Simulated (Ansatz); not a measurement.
Pd, response to strain

The reference is Pd in the fcc (Cu type) structure (space group Fm-3m, No. 225; relaxed with 0.1 eV smearing).

```
Pd
1.0
    0.00000     1.93885     1.93885
    1.93885     0.00000     1.93885
    1.93885     1.93885     0.00000
Pd
1
Direct
  0.00000   0.00000   0.00000
```

Cartesian axes are those of the cell as printed.

Strains are applied to the cell and any free atomic positions relax; under biaxial strain the out-of-plane vector relaxes too.

Level of theory: PBEsol (Ansatz, a program for electronic structure), spin-orbit coupling left out.

```tsv
biaxial strain, plane normal [001], relaxed out of plane (%)	out-of-plane strain (%)
0	0.00
0.5	-0.73
1	-1.47
1.5	?
2	-2.96
2.5	-3.71
3	-4.48
```

### Question
Fit ε⊥ = −νε + γε² (strains in %) to the rows shown and predict the withheld row.

### Answer
Least squares on the printed values gives ν = 1.45 (the biaxial Poisson response) and γ = -0.013 (largest residual 0.01 %); this predicts -2.21 %, and the run gives -2.21 %, in agreement.

Stability against distortions was not tested. All final runs are without spin polarisation.
